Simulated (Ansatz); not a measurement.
An Ansatz (a program for electronic structure) input (PBEsol, PAW, 420 eV (Ansatz; spin-orbit coupling left out), earlier PAW set):

Ansatz 0.2 input:
```yaml
crystal:
  lattice:
    - [5.654716413, -0.0053378186, -0.0317459735]
    - [-0.0053378186, 5.7064089716, 0.0828766565]
    - [-0.0317459735, 0.0828766565, 5.5715588187]
  atoms:
    - { symbol: Cs, position: [0, 0, 0] }
    - { symbol: Pb, position: [0.5, 0.5, 0.5] }
    - { symbol: Cl, position: [0, 0.5, 0.5] }
    - { symbol: Cl, position: [0.5, 0.5, 0] }
    - { symbol: Cl, position: [0.5, 0, 0.5] }
basis: { ecutwfc: 420, ecutrho_ratio: 4, xc_grid: 2, fft_grid_basis: typed }
kpoints: { mp_grid: { grid: [6, 6, 6] } }
hamiltonian:
  xc: pbesol
  dispersion: none
  pseudopotentials: { azcp: { folder: ./paw }, kind: paw }
scf: { occupations: { method: fermi_dirac, width: 0.05 }, convergence: { dr2_threshold: 0.0000000005 } }
relax: { f_tol: 0.005, max_steps: 50 }
output: { forces: true, stress: true }
checkpoint: { write: state.ck, write_every: 1000 }
```

### Question
Which symmetry and how many k-points will the program report, and about how many plane waves at Γ?

### Answer
Space group P-1 (ITA 2) with 2 operations, k-points 112 of 216, and 3527 plane waves at Γ.

### Question
And the final pressure?

### Answer
-0.30 GPa (compression positive).

The cells carry an imposed strain or load. Whether these cells are dynamically stable was not tested. The cell was made from CsPbCl$_{3}$ in the cubic perovskite structure (space group Pm-3m, No. 221) by this change: strain tensor (xx, yy, zz, yz, xz, xy) = (+0.64, +1.56, −0.84, +1.48, −0.57, −0.10) %. Many cubic perovskites are stable only at high temperature; tilts and polar distortions were not tested. This is not the structure that CsPbCl3 has at room temperature and ambient pressure.
